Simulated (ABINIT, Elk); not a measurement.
An ABINIT input for a self-consistent single point of BiSbPd2 (P-6m2, 4 atoms in the cell) (DFT, PBEsol, plane waves, PAW (JTH v2.0 PBE PAW, files made for PBE)):

```
# BiSbPd2, JTH v2.0 PBE PAW
pp_dirpath "./"
pseudos "Sb.GGA_PBE-JTH.xml, Bi.GGA_PBE-JTH.xml, Pd.GGA_PBE-JTH.xml"
acell 3*1.0
rprim
         7.8128113122    0.0000001318    0.0000000000
        -3.9064057702    6.7660930055    0.0000000000
         0.0000000000    0.0000000000   10.6141947995
natom 4
ntypat 3
znucl 51 83 46
typat 1 2 3 3
xred
         0.6666666667    0.3333333333    0.0000000000
         0.0000000000    0.0000000000    0.5000000000
         0.3333333333    0.6666666667    0.7565100000
         0.3333333333    0.6666666667    0.2434900000
ecut 653 eV
pawecutdg 1306 eV
ixc -116133
occopt 3
tsmear 0.00367493
nband 42
kptopt 1
ngkpt 6 6 4
nshiftk 1
shiftk 0 0 0
nstep 50
toldfe 1.0e-09
prtwf 0
prtden 0
```

Question: Write the same calculation as an input for Elk.

Answer: One input that does it (others would too):

```
tasks
  0

xctype
  22

tforce
  .true.

rgkmax
  8.0

gmaxvr
  18.0

lmaxapw
  10

lmaxo
  8

nxlo
  2

lorbcnd
  .true.

lradstp
  2

nrmtscf
  2.0

rmtscf
  0.92

lmaxi
  4

swidth
  0.00367493

maxscl
  100

avec
    7.8128113122    0.0000001318    0.0000000000
   -3.9064057702    6.7660930055    0.0000000000
    0.0000000000    0.0000000000   10.6141947995

sppath
  'species/'

atoms
  3
  'Sb.in'
  1
  0.6666666667  0.3333333333  0.0000000000    0.0 0.0 0.0
  'Bi.in'
  1
  0.0000000000  0.0000000000  0.5000000000    0.0 0.0 0.0
  'Pd.in'
  2
  0.3333333333  0.6666666667  0.7565100000    0.0 0.0 0.0
  0.3333333333  0.6666666667  0.2434900000    0.0 0.0 0.0

ngridk
  6 6 4
```

Basis, cutoffs, solver keys and any potentials are the target program's own. This input uses DFT, PBEsol, all-electron FP-LAPW, Elk's shipped species files, APW+lo basis with extra local orbitals.

The starting cell comes from a database of computed structures (which also holds hypothetical and non-ambient phases and stackings), without a prior relaxation at this level. Its lattice was rescaled by a random factor within 2.5 % of one.
